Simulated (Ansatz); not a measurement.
**TiB$_{2}$ (space group P6/mmm, No. 191)**

```
TiB2
1.0
    3.02488     0.00000     0.00000
   -1.51244     2.61962     0.00000
    0.00000     0.00000     3.22383
Ti B
1 2
Direct
  0.00000   0.00000   0.00000
  0.33333   0.66667   0.50000
  0.66667   0.33333   0.50000
```

The values are results of r2SCAN, PAW, 500 eV (Ansatz, an electronic-structure program; scalar-relativistic without spin-orbit coupling), earlier PAW set, not measurements. Γ-centred 18×18×14 mesh, Fermi–Dirac width 0.05 eV.

| Property | Value |
|---|---|
| Volume per atom | 8.52 Å³ |
| Density | 4.52 g/cm³ |
| Band gap | zero |
| Total energy | -940.280 eV/atom (σ→0; compares only within this code and set-up) |

Stability against distortions was not tested. All final runs are without spin polarisation.
